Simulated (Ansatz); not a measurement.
The starting structures come from a database of crystals and need not be the phases stable at ambient conditions.

 Where the default PAW files enter, the runs use the earlier of Ansatz's two default sets.

Input:

```
CELL_PARAMETERS angstrom
      5.07467     0.00000     0.00000
      0.00000     5.10111     0.00000
      0.00000     0.00000     5.28340
ATOMIC_POSITIONS crystal
  Zr 0.26646 0.25094 0.03027
  Zr 0.73354 0.75094 0.96973
  Zr 0.26646 0.75094 0.46973
  Zr 0.73354 0.25094 0.53027
  O  0.53670 0.49916 0.22988
  O  0.46330 0.99916 0.77012
  O  0.53670 0.99916 0.27012
  O  0.46330 0.49916 0.72988
  O  0.06736 0.39389 0.36503
  O  0.93264 0.89389 0.63497
  O  0.06736 0.89389 0.13497
  O  0.93264 0.39389 0.86503
```

Space group of this cell: Pca2_1. The cell is taken as given.

Method: r2SCAN (plane waves, PAW; Ansatz, a quantum-chemistry and plane-wave program).

The current runs along the normal of the first two printed vectors; no spin-orbit coupling. Scaled by the factor s: all lengths (ions clamped). Meshes 6×6×6 and 6×6 across the current in all rows.

```tsv
s	mean pressure (GPa)	band gap (eV)
0.98	16.9	4.65
1.00	-0.2	4.40
1.02	-13.2	?
```

Q: Take the slope of the band gap against ln s from the two given rows, extrapolate to s = 1.02, and say what the run there gives.

A: Slope = (4.65 − 4.40) / ln 0.98 = -12.4 eV. The line gives 4.40 + (-12.4) × ln 1.02 = 4.15 eV. The run gives 4.15 eV, as the line does.
